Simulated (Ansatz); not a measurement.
**A computed series for hypothetical diamond W: pressure series**

Start from W in the diamond structure (space group Fd-3m, No. 227; a hypothetical phase, not in the database extracts checked).

```
W
1.0
    0.00000     2.91475     2.91475
    2.91475     0.00000     2.91475
    2.91475     2.91475     0.00000
W
2
Direct
  0.25000   0.25000   0.25000
  0.00000   0.00000   0.00000
```

Cell and atoms are relaxed at each pressure.

Computed with DFT with PBE, PAW potentials and a 420 eV plane-wave cutoff in Ansatz (a quantum-chemistry and plane-wave program), without spin-orbit coupling.

| P (GPa) | V (Å³/atom) |
|---|---|
| -2.01 | 25.197 |
| -1.01 | 24.977 |
| 0.30 | 24.701 |
| 0.70 | 24.620 |
| 1.49 | 24.462 |
| 3.00 | 24.176 |
| 5.00 | 23.819 |
| 7.50 | 23.405 |
| 10.00 | 23.023 |

Q: Fit a third-order Birch–Murnaghan equation of state.

A: Least squares on P(V) = (3B₀/2)[(V₀/V)^(7/3) − (V₀/V)^(5/3)]·[1 + (3/4)(B₀′ − 4)((V₀/V)^(2/3) − 1)] gives V₀ = 24.76 Å³/atom, B₀ = 119 GPa and B₀′ = 3.8.

Load acts through the strain it causes; cell and atoms are relaxed under it. Whether these cells are dynamically stable was not tested. No other phases were tried under pressure. The final runs are not spin-polarised. W has a high density of states at the Fermi level and may be magnetic at this level.
